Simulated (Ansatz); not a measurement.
CoSi2 under a change: isotropic strain +2.99 %

Base system: CoSi2 (space group Fm-3m, No. 225; a = 5.3153 Å; not spin-polarised; relaxed with 0.1 eV smearing).

One thing is altered: the cell is scaled by 1.0299 in all directions; the atoms relax in the strained cell.

Method: r2SCAN (Ansatz, a program for electronic structure; PAW; 500 eV plane waves; no SOC), earlier PAW set. k-mesh 19×19×19 (Γ-centred); smearing 0.1 eV (Fermi–Dirac).

- Volume per atom = 13.67 Å³ (base 12.51 Å³)
- Space group = Fm-3m (No. 225) (base Fm-3m (No. 225))
- Energy relative to the base (free energy F) = +56 meV/atom
- Band gap = zero (base zero)

Whether these cells are dynamically stable was not tested. Seeded moments were not kept for the base. All final runs are without spin polarisation. An odd electron count without spin: CoSi2.
